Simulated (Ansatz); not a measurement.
Take HgS in the zinc blende structure (space group F-43m, No. 216; a = 5.812 Å) as the base. Axes: x, y, z lie along the cube axes.

The values are results of Kohn–Sham DFT with the LDA functional, run in Ansatz (a quantum-chemistry and plane-wave program) with PAW and 420 eV plane waves, scalar-relativistic without spin-orbit coupling, not measurements.

Base values:

The shortest interatomic distance is 2.517 Å and the pressure is 0.0 GPa. The band gap is zero.

Now apply this change: the cell is stretched by 2.50 % along z with no lateral relaxation, atoms relaxed at fixed cell.

Task: Estimate the effect on the shortest interatomic distance, energy relative to the base, pressure and band gap.

Result: The shortest interatomic distance rises by 0.021 Å to 2.538 Å; the energy rises by 3.7 meV/atom; the pressure (mean of the normal stresses, compression positive) goes from zero to -1.6 GPa; the band gap remains zero.

A case with no gap was solved on a k-mesh chosen for an insulator, which is coarse for it. With Hg present, leaving out spin-orbit coupling can change the band edges. The cells carry an imposed strain or load. No phonon test of stability was made. All final runs are without spin polarisation. A zero or small gap of HgS can be the functional's error rather than a property of the material.
